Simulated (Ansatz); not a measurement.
## A computed series for SnO: response to strain

Base system: SnO (space group P4/nmm, No. 129; a = 3.7685 Å, c = 4.5571 Å; layered, stacked along the Cartesian z axis; relaxed with 0.1 eV smearing). Axes: x, y, z lie along a, b, c of the conventional cell.

Strains are applied to the cell and any free atomic positions relax; under biaxial strain the out-of-plane vector relaxes too.

Method: PBEsol-D3(BJ) in Ansatz (plane waves to 420 eV, PAW, no spin-orbit coupling).

| biaxial strain, plane normal [001], relaxed out of plane (%) | out-of-plane strain (%) |
|---|---|
| -3 | 1.68 |
| -2.4 | ? |
| -1.8 | 1.05 |
| -1.2 | 0.72 |
| -0.6 | 0.36 |
| 0 | 0.00 |

Problem. Fit ε⊥ = −νε + γε² (strains in %) to the rows shown and predict the withheld row.

Solution. Least squares on the printed values gives ν = 0.62 (the biaxial Poisson response) and γ = -0.020 (largest residual 0.00 %); this predicts 1.37 %, and the run gives 1.36 %, in agreement.

No phonon test of stability was made. All final runs are without spin polarisation.

Ansatz is a quantum-chemistry and plane-wave program.
